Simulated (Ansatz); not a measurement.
Pt (Im-3m, No. 229, 1 atoms in the cell; start mp-2646979; another form than the element's usual one), treated with r²SCAN in Ansatz (plane waves, PAW).

Numerical settings: plane-wave cutoff 560 eV, 24×24×24 k mesh, Fermi–Dirac smearing 0.05 eV, scalar-relativistic PAW data made under PBE.

Cell (relaxed at this level):

```xyz
1
Lattice="-1.5700 1.5700 1.5700 1.5700 -1.5700 1.5700 1.5700 1.5700 -1.5700" Properties=species:S:1:pos:R:3 pbc="T T T"
Pt     0.0000     0.0000     0.0000
```

**Question.** Estimate the bulk modulus that the calculation returns.

**Answer.** 
- bulk modulus = 259 GPa

The run finds no gap.

Note: the bulk modulus is −V dP/dV from two relaxed cells at ±2 % in volume; the relaxation could not lower the start's symmetry, so the cell can be a saddle point above a distorted one.

Spin–orbit coupling is not included.

Static lattice: no zero-point or thermal effects.

A start named mp-… is a Materials Project structure, which need not be a measured phase.

Ansatz is a first-principles code.
